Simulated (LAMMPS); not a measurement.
LAMMPS 22 Jul 2025, classical MD, EAM (Finnis-Sinclair form) (Mg_mm.eam.fs): Mg, 55296 atoms.

```text
units metal
atom_style atomic
read_data unit.data
replicate 24 24 24
pair_style eam/fs
pair_coeff * * Mg_mm.eam.fs Mg
change_box all z delta 0.0 $(2*lz) units box
velocity all create 1600 4928 dist gaussian loop geom
fix 1 all nve
fix 2 all langevin 800 800 0.08 9876 zero yes
timestep 0.002
thermo 100
run 300
reset_timestep 0
write_restart start.rst
```

```text
read_restart start.rst
pair_style eam/fs
pair_coeff * * Mg_mm.eam.fs Mg
neighbor 2.0 bin
neigh_modify every 1 delay 0 check yes
fix 1 all nve
timestep 0.002
thermo_style custom step temp pe etotal press
thermo_modify format float %.10g
thermo 100
group probe id 1:48
dump probe probe custom 1000000 forces.txt id fx fy fz
dump_modify probe sort id format float %.8g
run 800
```

box: 77.0 × 133.4 × 375.2 Å, the slab in its lowest third along z, the rest vacuum.

start: generated hcp lattice, warmed in an untimed run.

Compared values: energy and forces of the first step, drift over the run.

Hardware: Arm Neoverse V2, 96 cores on 1 socket, no SMT, 1 L3 cache group.

Each time is the median wall time of two to five repeats, run one at a time on the otherwise empty machine; start-up is included. Unless noted, each process is bound to its own block of adjacent cores. The times hold for this build (PyPI wheel: MPICH, OPENMP and OPT packages). Scratch files lie in a memory file system. A preparatory run goes ahead and isn't timed.

Started as
```bash
# ahead of the timed run: OMP_NUM_THREADS=1 mpirun -np 48 lmp -in in.warm -log none -nocite
OMP_NUM_THREADS=1 mpirun -np 64 lmp -in in.lmp -log log.lammps -nocite
```
(64 ranks, processors = * * * (default)) it takes 3.7 s and 36 neighbour list builds.

### Question
What happens to the run time with processors = * * 1?

### Answer
About 1.5 s (3 runs within 1 %): 2.4× as fast. The largest move is in other (Other): 1.7 s to 0.018 s. The slowest rank's pair time is 2.40 times the mean in the first run and 1.02 times in the second; the others wait. What the program resolved moves too: grid of ranks from 2 by 4 by 8 to 8 by 8 by 1. Change in the result: energy equal as printed, forces on 48 atoms equal as printed, drift of the total energy equal as printed.
